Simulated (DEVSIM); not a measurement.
System: Mo/SiON/n-Ge capacitor, at 250 K.

```csv
layer (left to right),material,thickness (nm),Nd (cm⁻³)
1,SiON,3.10,-
2,Ge,3800,4.8e16
```

Metal gate on the left, work function 4.6 eV. Fixed charge at the semiconductor interface -9.2e11 cm⁻² (in units of +e); no interface traps.

Constants are typed, rounded textbook-type inputs, not results; the design itself was drawn at random and stands for no fabricated device. Values at 300 K; Nc and Nv go as T^1.5, mobilities as T to minus their exponent, the gap by Varshni's rule with the affinity fixed.

```csv
parameter,SiON,Ge
gap (eV),7,0.664
affinity (eV),1.4,4
permittivity,5.5,16
Nc (cm⁻³),-,1.04e19
Nv (cm⁻³),-,6e18
Varshni α (eV/K),-,0.000477
Varshni β (K),-,235
```

Simulated with DEVSIM: 1D Poisson equation in equilibrium, Boltzmann statistics, complete ionisation; no quantum confinement or tunnelling. Metal contacts follow the ideal Schottky-Mott rule: no Fermi-level pinning, no interface dipoles.

Q: Tabulate band edges, carrier densities and field at 0.25 V on the gate.

A: Energies count from the Fermi level of the right contact; mesh points crowd at the junctions.

```json
[
 {"x (μm)": "0.000", "Ec (eV)": "2.950", "Ev (eV)": "-4.050", "n (cm⁻³)": "< 1e2", "p (cm⁻³)": "< 1e2", "field (V/cm)": "150000"},
 {"x (μm)": "0.0009558", "Ec (eV)": "2.964", "Ev (eV)": "-4.036", "n (cm⁻³)": "< 1e2", "p (cm⁻³)": "< 1e2", "field (V/cm)": "150000"},
 {"x (μm)": "0.002049", "Ec (eV)": "2.980", "Ev (eV)": "-4.020", "n (cm⁻³)": "< 1e2", "p (cm⁻³)": "< 1e2", "field (V/cm)": "150000"},
 {"x (μm)": "0.003020", "Ec (eV)": "2.994", "Ev (eV)": "-4.006", "n (cm⁻³)": "< 1e2", "p (cm⁻³)": "< 1e2", "field (V/cm)": "150000"},
 {"x (μm)": "0.004837", "Ec (eV)": "0.386", "Ev (eV)": "-0.297", "n (cm⁻³)": "1.3e11", "p (cm⁻³)": "4.8e12", "field (V/cm)": "-53000"},
 {"x (μm)": "0.008045", "Ec (eV)": "0.370", "Ev (eV)": "-0.313", "n (cm⁻³)": "2.8e11", "p (cm⁻³)": "2.2e12", "field (V/cm)": "-51000"},
 {"x (μm)": "0.01481", "Ec (eV)": "0.336", "Ev (eV)": "-0.346", "n (cm⁻³)": "1.3e12", "p (cm⁻³)": "4.8e11", "field (V/cm)": "-47000"},
 {"x (μm)": "0.03749", "Ec (eV)": "0.243", "Ev (eV)": "-0.439", "n (cm⁻³)": "9.8e13", "p (cm⁻³)": "6.3e9", "field (V/cm)": "-35000"},
 {"x (μm)": "0.07685", "Ec (eV)": "0.147", "Ev (eV)": "-0.536", "n (cm⁻³)": "8.5e15", "p (cm⁻³)": "7.3e7", "field (V/cm)": "-15000"},
 {"x (μm)": "0.1598", "Ec (eV)": "0.111", "Ev (eV)": "-0.572", "n (cm⁻³)": "4.6e16", "p (cm⁻³)": "1.3e7", "field (V/cm)": "-390"},
 {"x (μm)": "0.3346", "Ec (eV)": "0.110", "Ev (eV)": "-0.573", "n (cm⁻³)": "4.8e16", "p (cm⁻³)": "1.3e7", "field (V/cm)": "≈ 0"},
 {"x (μm)": "0.8905", "Ec (eV)": "0.110", "Ev (eV)": "-0.573", "n (cm⁻³)": "4.8e16", "p (cm⁻³)": "1.3e7", "field (V/cm)": "≈ 0"},
 {"x (μm)": "1.874", "Ec (eV)": "0.110", "Ev (eV)": "-0.573", "n (cm⁻³)": "4.8e16", "p (cm⁻³)": "1.3e7", "field (V/cm)": "≈ 0"},
 {"x (μm)": "2.871", "Ec (eV)": "0.110", "Ev (eV)": "-0.573", "n (cm⁻³)": "4.8e16", "p (cm⁻³)": "1.3e7", "field (V/cm)": "≈ 0"},
 {"x (μm)": "3.455", "Ec (eV)": "0.110", "Ev (eV)": "-0.573", "n (cm⁻³)": "4.8e16", "p (cm⁻³)": "1.3e7", "field (V/cm)": "≈ 0"},
 {"x (μm)": "3.639", "Ec (eV)": "0.110", "Ev (eV)": "-0.573", "n (cm⁻³)": "4.8e16", "p (cm⁻³)": "1.3e7", "field (V/cm)": "≈ 0"},
 {"x (μm)": "3.726", "Ec (eV)": "0.110", "Ev (eV)": "-0.573", "n (cm⁻³)": "4.8e16", "p (cm⁻³)": "1.3e7", "field (V/cm)": "≈ 0"},
 {"x (μm)": "3.767", "Ec (eV)": "0.110", "Ev (eV)": "-0.573", "n (cm⁻³)": "4.8e16", "p (cm⁻³)": "1.3e7", "field (V/cm)": "≈ 0"},
 {"x (μm)": "3.791", "Ec (eV)": "0.110", "Ev (eV)": "-0.573", "n (cm⁻³)": "4.8e16", "p (cm⁻³)": "1.3e7", "field (V/cm)": "≈ 0"},
 {"x (μm)": "3.798", "Ec (eV)": "0.110", "Ev (eV)": "-0.573", "n (cm⁻³)": "4.8e16", "p (cm⁻³)": "1.3e7", "field (V/cm)": "≈ 0"},
 {"x (μm)": "3.801", "Ec (eV)": "0.110", "Ev (eV)": "-0.573", "n (cm⁻³)": "4.8e16", "p (cm⁻³)": "1.3e7", "field (V/cm)": "≈ 0"},
 {"x (μm)": "3.803", "Ec (eV)": "0.110", "Ev (eV)": "-0.573", "n (cm⁻³)": "4.8e16", "p (cm⁻³)": "1.3e7", "field (V/cm)": "≈ 0"}
]
```
